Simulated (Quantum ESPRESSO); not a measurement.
Worked example: self-consistent single point of YCu2 (Imma, 6 atoms in the cell) in Quantum ESPRESSO.

Method: LDA (PZ), PSlibrary PAW (LDA) pseudopotentials (plane waves; Quantum ESPRESSO).

```
CELL_PARAMETERS angstrom
      2.17992     3.45828     3.68125
     -2.17992     3.45828     3.68125
     -2.17992    -3.45828     3.68125
ATOMIC_POSITIONS crystal
  Y  0.54428 0.75000 0.79428
  Y  0.45572 0.25000 0.20572
  Cu 0.16483 0.55291 0.61192
  Cu 0.83517 0.44709 0.38808
  Cu 0.16483 0.94709 0.21774
  Cu 0.83517 0.05291 0.78226
```

Reference input (self-consistent single point, DFT, LDA (PZ), plane waves, PSlibrary PAW (LDA) pseudopotentials): ecutwfc = 55 Ry; ecutrho = 385 Ry; occupations = smearing; smearing = methfessel-paxton; degauss = 0.0147 Ry; potentials = {Y: Y.pz-spn-kjpaw_psl.1.0.0.UPF, Cu: Cu.pz-dn-kjpaw_psl.1.0.0.UPF}; K_POINTS = automatic 5 5 5 0 0 0; conv_thr = 1e-11 Ry. This run's input differs from it in these lines:

```diff
@@ -16,4 +16,4 @@
    ntyp = 2
-   ecutwfc = 55
-   ecutrho = 385
+   ecutwfc = 38
+   ecutrho = 266
    occupations = 'smearing'
```

Output (repeated stretches shortened):

```
     Self-consistent Calculation

     iteration #  1     ecut=    38.00 Ry     beta= 0.70

---- Real-time Memory Report at c_bands before calling an iterative solver
           222 MiB given to the printing process from OS
            98 MiB allocation reported by mallinfo(arena+hblkhd)
------------------

     Threshold (ethr) on eigenvalues was too large:
     Diagonalizing with lowered threshold

---- Real-time Memory Report at c_bands before calling an iterative solver
           280 MiB given to the printing process from OS
           110 MiB allocation reported by mallinfo(arena+hblkhd)
------------------

   [... lines left out ...]

---- Real-time Memory Report at c_bands before calling an iterative solver
           290 MiB given to the printing process from OS
           118 MiB allocation reported by mallinfo(arena+hblkhd)
------------------

     total energy              =   -1381.81545755 Ry
     estimated scf accuracy    <          1.7E-10 Ry

     iteration # 13     ecut=    38.00 Ry     beta= 0.70

---- Real-time Memory Report at c_bands before calling an iterative solver
           290 MiB given to the printing process from OS
           118 MiB allocation reported by mallinfo(arena+hblkhd)
------------------
     End of self-consistent calculation

     the Fermi energy is    10.7741 ev

!    total energy              =   -1381.81545755 Ry
     estimated scf accuracy    <          1.7E-12 Ry
     smearing contrib. (-TS)   =       0.00055053 Ry
     internal energy E=F+TS    =   -1381.81600808 Ry

      -> PAW hartree energy AE =     475.25420006 Ry
      -> PAW hartree energy PS =    -471.71825096 Ry
      -> PAW xc energy AE      =    -938.36026792 Ry
      -> PAW xc energy PS      =     206.60620887 Ry
      -> total E_H with PAW    =     176.90910042 Ry
      -> total E_XC with PAW   =    -942.46832316 Ry

     convergence has been achieved in  13 iterations

     Forces acting on atoms (cartesian axes, Ry/au):

     atom    1 type  1   force =     0.00000000    0.00000000   -0.00513286
   [... lines left out ...]

     Total force =     0.007909     Total SCF correction =     0.000001

          total   stress  (Ry/bohr**3)                   (kbar)     P=      -96.95
  -0.00074678   0.00000000  -0.00000000         -109.85        0.00       -0.00
   0.00000000  -0.00056208   0.00000000            0.00      -82.68        0.00
   0.00000000   0.00000000  -0.00066832            0.00        0.00      -98.31

   JOB DONE.
```

The run converged in 13 iterations. Against the reference run the free energy goes up by 39.6 meV/atom, the pressure goes from -9.86 to -9.70 GPa and the largest force moves little (0.133 to 0.132 eV/Å).

The starting cell comes from a database of computed structures (which also holds hypothetical and non-ambient phases and stackings), without a prior relaxation at this level. Its lattice was rescaled by a random factor within 2.5 % of one. Spin polarisation is off. At the lowered cutoff the pressure carries the error of an incomplete plane-wave basis.

Cost on one core of a shared machine: roughly 2 min.
